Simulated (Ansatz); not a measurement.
Structures of equal composition on the (0001) surface of hcp Ru: clean 1x1; top plane shifted to the other hollow. The slabs share one bottom face, and each structure is named by its start. These are constructed structures in small cells; real faces may alloy, dewet or reconstruct in larger ones, and not all known structures of the face are among them. Slabs of about 11 Å, Fermi-Dirac smearing of 0.1 eV. Bottom of the slabs: a bare face, its two planes held. Relaxed from the named starts with such symmetry as they have, on meshes of like density; energies extrapolated to zero smearing; spin only where a row says so; no spin-orbit coupling, no U. Brackets mark spin-polarised runs, whose order is one that fits the cell.

All values below come from PBE (plane waves to 420 eV, PAW; Ansatz, a first-principles code).

**Question.** Order them by energy per 1x1 cell (lowest first) at the level PBE.

**Answer.** clean 1x1 (0.000 eV), top plane shifted to the other hollow (0.162 eV)
